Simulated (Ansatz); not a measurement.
Consider Ag in the fcc (Cu type) structure (space group Fm-3m, No. 225; relaxed with 0.1 eV smearing).

```
Ag
1.0
    0.00000     2.00044     2.00044
    2.00044     0.00000     2.00044
    2.00044     2.00044     0.00000
Ag
1
Cartesian
  0.00000   0.00000   0.00000
```

Computed with Kohn–Sham DFT with the LDA functional, run in Ansatz (a quantum-chemistry and plane-wave program) with PAW and 420 eV plane waves, no spin-orbit coupling.

For the base:

The pressure is 0.0 GPa.

The change: an isotropic linear strain of +3.00 %; the atoms relax in the strained cell.

**Question.** How does this affect the energy relative to the base and pressure?

**Answer.** The energy goes up by 49 meV/atom; the pressure goes from zero to -9.6 GPa.

Whether these cells are dynamically stable was not tested.
